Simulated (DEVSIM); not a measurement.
System: Ti/Al2O3/p-In0.53Ga0.47As capacitor, at 300 K.

| layer (left to right) | material | thickness (nm) | Na (cm⁻³) |
|---|---|---|---|
| 1 | Al2O3 | 7.10 | - |
| 2 | In0.53Ga0.47As | 3500 | 2.6e16 |

Metal gate on the left, work function 4.33 eV. Fixed charge at the semiconductor interface 0 cm⁻² (in units of +e); no interface traps.

This is a model device: material constants are rounded textbook-type values typed into the input, and sizes, dopings and lifetimes were drawn at random. Values at 300 K.

```tsv
parameter	Al2O3	In0.53Ga0.47As
gap (eV)	6.8	0.74
affinity (eV)	1.35	4.51
permittivity	9	13.9
Nc (cm⁻³)	-	2.1e17
Nv (cm⁻³)	-	7.7e18
```

Simulated with DEVSIM: 1D Poisson equation in equilibrium, Boltzmann statistics, complete ionisation; no quantum confinement or tunnelling. Metal contacts follow the ideal Schottky-Mott rule: no Fermi-level pinning, no interface dipoles.

**Question.** Tabulate band edges, carrier densities and field at -0.45 V on the gate.

**Answer.** Energies count from the Fermi level of the right contact; mesh points crowd at the junctions.

```csv
x (μm),Ec (eV),Ev (eV),n (cm⁻³),p (cm⁻³),field (V/cm)
0.000,3.430,-3.370,< 1e2,< 1e2,64000
0.001192,3.438,-3.362,< 1e2,< 1e2,64000
0.003197,3.450,-3.350,< 1e2,< 1e2,64000
0.005476,3.465,-3.335,< 1e2,< 1e2,64000
0.007140,0.315,-0.425,1.1e12,5.7e11,41000
0.008557,0.321,-0.419,8.4e11,7.1e11,41000
0.01165,0.334,-0.406,5.2e11,1.1e12,40000
0.02225,0.374,-0.366,1.1e11,5.5e12,36000
0.04149,0.437,-0.303,9.5e9,6.3e13,30000
0.08342,0.532,-0.208,2.4e8,2.5e15,16000
0.1807,0.590,-0.150,2.5e7,2.4e16,930
0.5053,0.593,-0.147,2.3e7,2.6e16,≈ 0
1.095,0.593,-0.147,2.3e7,2.6e16,≈ 0
2.173,0.593,-0.147,2.3e7,2.6e16,≈ 0
3.041,0.593,-0.147,2.3e7,2.6e16,≈ 0
3.294,0.593,-0.147,2.3e7,2.6e16,≈ 0
3.410,0.593,-0.147,2.3e7,2.6e16,≈ 0
3.465,0.593,-0.147,2.3e7,2.6e16,≈ 0
3.493,0.593,-0.147,2.3e7,2.6e16,≈ 0
3.501,0.593,-0.147,2.3e7,2.6e16,≈ 0
3.505,0.593,-0.147,2.3e7,2.6e16,≈ 0
3.507,0.593,-0.147,2.3e7,2.6e16,≈ 0
```
